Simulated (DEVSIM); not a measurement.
Device: Pd/Al2O3/n-Ge capacitor, at 300 K.

```csv
layer (left to right),material,thickness (nm),Nd (cm⁻³)
1,Al2O3,2.40,-
2,Ge,1400,1.8e17
```

Metal gate on the left, work function 5.2 eV. Fixed charge at the semiconductor interface 3.2e10 cm⁻² (in units of +e); interface traps 1.4e10 cm⁻² eV⁻¹, uniform in energy, neutral level at 0.3 of the gap above the valence band.

The device is made up for the run: typed textbook-type constants, with dimensions and the other settings drawn at random. Values at 300 K.

| parameter | Al2O3 | Ge |
|---|---|---|
| gap (eV) | 6.8 | 0.664 |
| affinity (eV) | 1.35 | 4 |
| permittivity | 9 | 16 |
| Nc (cm⁻³) | - | 1.04e19 |
| Nv (cm⁻³) | - | 6e18 |

Model (solved in DEVSIM): 1D Poisson equation in equilibrium, Boltzmann statistics, complete ionisation; no quantum confinement or tunnelling. Metal contacts follow the ideal Schottky-Mott rule: no Fermi-level pinning, no interface dipoles.

The gate work function was swept, all else fixed.

```csv
gate work function (eV),threshold voltage (band bending 2φF) (V),flat-band voltage (V)
4.9,0.27,0.79
5.05,0.42,0.94
5.2,0.57,1.09
5.35,0.72,1.24
5.5,0.87,1.39
```

From the first row to the last the threshold voltage (band bending 2φF) goes from 0.27 to 0.87. From the first row to the last the flat-band voltage goes from 0.79 to 1.39.
